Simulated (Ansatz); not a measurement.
We consider cubic perovskite RbMnF3, described by LDA in Ansatz (PAW).

Settings: plane-wave cutoff 520 eV, 8×8×8 k mesh, Fermi–Dirac smearing 0.01 eV, spin-polarised start, scalar-relativistic PAW data made under PBE.

Computed at the level's own relaxed cell.

Question: Give the computed smallest direct gap on the k points sampled, equilibrium lattice constant a, volume per atom, bulk modulus and Γ–Γ gap.

Answer: 
- smallest direct gap on the k points sampled = 1.50 eV
- equilibrium lattice constant a = 4.141 Å
- volume per atom = 14.20 Å³/atom
- bulk modulus = 83.1 GPa
- Γ–Γ gap = 3.07 eV

Measured, for comparison: equilibrium volume per atom 15.24 Å³/atom (room temperature, no zero-point or thermal correction; as tabulated in Dubrovin et al. (2021), arXiv:2110.13026). Computed (rounded) less measured: equilibrium volume per atom -6.8 %.

Note: the magnetic order was assumed, not searched for or taken from measurement; the relaxation could not lower the start's symmetry, so the cell can be a saddle point above a distorted one.

Spin–orbit coupling is not included.

The result took roughly 3 core-minutes.

Ansatz is a first-principles code.
